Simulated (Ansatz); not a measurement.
A self-consistent single point of Nb (Im-3m, 1 atom in the cell) with Ansatz (an electronic-structure program).

Method: PBE, harder PAW files (source: ansatz) (plane waves; Ansatz).

```yaml
crystal:
  lattice:
    - [-1.65825, 1.65825, 1.65825]
    - [1.65825, -1.65825, 1.65825]
    - [1.65825, 1.65825, -1.65825]
  atoms:
    - { symbol: Nb, position: [0.00000, 0.00000, 0.00000] }
```

Reference input (self-consistent single point, DFT, PBE, plane waves, default PAW files): basis.ecutwfc = 420 eV; kpoints.mp_grid.grid = 14 14 14; hamiltonian.xc = pbe; hamiltonian.pseudopotentials = {kind: paw} (the program's default PAW files); scf.occupations.method = fermi_dirac; scf.occupations.width = 0.1 eV. This run's input differs from it in these lines:

Ansatz 0.2 input:
```diff
@@ -9,3 +9,3 @@
 basis:
-  ecutwfc: 420.0
+  ecutwfc: 850.0
 kpoints:
@@ -14,3 +14,3 @@
   xc: pbe
-  pseudopotentials: { kind: paw }
+  pseudopotentials: { kind: paw, source: ansatz }
 scf:
```

Output, abridged:

```
SCF iter   1: F=—  HF=-4562.210512 eV  |F-HF|=—  |Δ(HF+E_count)|=         —  Δρ=7.86e-2  dr2=1.25e0  ethr=3.10e-3  ⟨swp⟩=5.0  Hψ=6692  notcnv=0
all-band conjugate gradients solve this SCF's bands
preconditioner: auto → none
SCF iter   2: F=—  HF=-4561.766919 eV  |F-HF|=—  |Δ(HF+E_count)|=   4.44e-1  Δρ=2.54e-2  dr2=5.09e-2  ethr=3.10e-3  ⟨swp⟩=2.4  Hψ=3010  notcnv=0  defer=7
SCF iter   3: F=—  HF=-4561.761967 eV  |F-HF|=—  |Δ(HF+E_count)|=   4.95e-3  Δρ=9.53e-3  dr2=5.96e-3  ethr=3.92e-4  ⟨swp⟩=1.0  Hψ=1137  notcnv=0  defer=7
SCF iter   4: F=—  HF=-4561.761925 eV  |F-HF|=—  |Δ(HF+E_count)|=   4.28e-5  Δρ=4.76e-4  dr2=1.19e-5  ethr=4.59e-5  ⟨swp⟩=1.0  Hψ=1137  notcnv=0  defer=7
SCF iter   5: F=—  HF=-4561.761946 eV  |F-HF|=—  |Δ(HF+E_count)|=   2.12e-5  Δρ=4.64e-5  dr2=3.60e-7  ethr=9.13e-8  ⟨swp⟩=2.8  Hψ=1843  notcnv=0  defer=7
SCF iter   6: F=-4561.761946 eV  HF=-4561.761946 eV  |F-HF|=3.67e-10  |Δ(HF+E_count)|=   1.21e-7  Δρ=4.37e-6  dr2=1.27e-9  ethr=7.69e-10  ⟨swp⟩=7.0  Hψ=5982  notcnv=0
SCF 1 converged in 6 iterations: F = -4561.761946 eV  dr2 = 1.27e-9
Free energy (F): -4561.761946 eV
Internal energy: -4561.710502 eV  (E = F + TS)
E sigma→0 (E₀):  -4561.736224 eV
Entropy (-TS):   -0.051444 eV (-51.444 meV/atom)
Fermi energy:    17.666758 eV
--- Forces (eV/Å), atoms counted from 1 ---
  atom   1  Nb     0.00000000    -0.00000000    -0.00000000
--- Stress (GPa, compression-positive) ---
       -0.528115      -0.000000       0.000000
        0.000000      -0.528115      -0.000000
       -0.000000       0.000000      -0.528115
  P = ⅓ Tr σ = -0.5281 GPa (-5.281 kbar)
  The stress holds the Pulay correction. Without it, at fixed plane waves, as pw.x and ABINIT print it: P = -0.5287 GPa
```

The run converged in 6 iterations. Against the reference run the pressure stays at -0.53 GPa.

The starting cell has typed, rounded lattice constants, without a prior relaxation at this level. Its lattice was rescaled by up to half a per cent. Spin polarisation is off. Ansatz's pressure includes its estimate of the finite-basis (Pulay) stress.
